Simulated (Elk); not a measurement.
Input and output of a self-consistent single point for MgAu (Pm-3m, 2 atoms in the cell) (Elk).

Computed with LDA (PW92), all-electron FP-LAPW, Elk's shipped species files, default APW+lo basis in Elk 10.2.4.

```xyz
2
Lattice="3.2385 0.0000 0.0000 0.0000 3.2385 0.0000 0.0000 0.0000 3.2385" Properties=species:S:1:pos:R:3 pbc="T T T"
Mg     1.6193     1.6193     1.6193
Au     0.0000     0.0000     0.0000
```

Reference input (self-consistent single point, DFT, PBEsol, all-electron FP-LAPW, Elk's shipped species files, default APW+lo basis): xctype = 22; rgkmax = 7; stype = 0; swidth = 0.00367493 Ha; ngridk = 7 7 7. This run's input differs from it in these lines:

```diff
@@ -4,3 +4,3 @@
 xctype
-  22
+  3
```

Output (repeated stretches shortened):

```
│ Self-consistent loop started │
│ Loop number : 1 │
 total energy                :     -19218.7794768
│ Loop number : 2 │
 total energy                :     -19219.5693372
RMS change in Kohn-Sham potential (target) :   0.2318754681     (  0.1000000000E-05)
Absolute change in total energy (target)   :   0.7898604203     (  0.1000000000E-03)
│ Loop number : 3 │
 total energy                :     -19229.0367143
RMS change in Kohn-Sham potential (target) :   0.1250618337     (  0.1000000000E-05)
Absolute change in total energy (target)   :    9.664842214     (  0.1000000000E-03)
│ Loop number : 4 │
   [... lines left out ...]
Absolute change in total energy (target)   :   0.6802444805E-03 (  0.1000000000E-03)
│ Loop number : 17 │
 total energy                :     -19236.9655959
RMS change in Kohn-Sham potential (target) :   0.3201304222E-06 (  0.1000000000E-05)
Absolute change in total energy (target)   :   0.2126062500E-03 (  0.1000000000E-03)
│ Loop number : 18 │
 total energy                :     -19236.9655739
RMS change in Kohn-Sham potential (target) :   0.5378046823E-07 (  0.1000000000E-05)
Absolute change in total energy (target)   :   0.3120292240E-04 (  0.1000000000E-03)
Convergence targets achieved

│ Loop number : 19 │

Energies :
 Fermi                       :     0.248894979082
 total energy                :     -19236.9655754

Density of states at Fermi energy :    20.76878902
 (states/Hartree/unit cell)

Estimated indirect band gap :   0.1320430673E-01
 from k-point     20 to k-point     18
Estimated direct band gap   :   0.4493866183E-01
 at k-point     16

Charges :
 core                        :    50.00000000
 valence                     :    41.00000000
 interstitial                :    2.046242277
 muffin-tins (core leakage)
  species :    1 (Mg)
   atom    1                 :    10.54966448     (  0.6661338148E-15)
  species :    2 (Au)
   atom    1                 :    78.40409324     (  0.9783356109E-04)
 total in muffin-tins        :    88.95375772
 total calculated charge     :    90.98904584
 total charge                :    91.00000000
 error                       :   0.1095416358E-01

│ Self-consistent loop stopped │
```

The run converged in 19 iterations. The count includes the last loop, which Elk runs after its targets are met. 

The starting cell comes from a database of computed structures (which also holds hypothetical and non-ambient phases and stackings), without a prior relaxation at this level. Its lattice was rescaled by a random factor within 2.5 % of one. Spin-orbit coupling is off. Values depend on the basis (sphere radii, cutoffs, local orbitals), which need not be converged. The log's line on a gap gives a spacing of levels on this mesh, which the program prints for metals too.
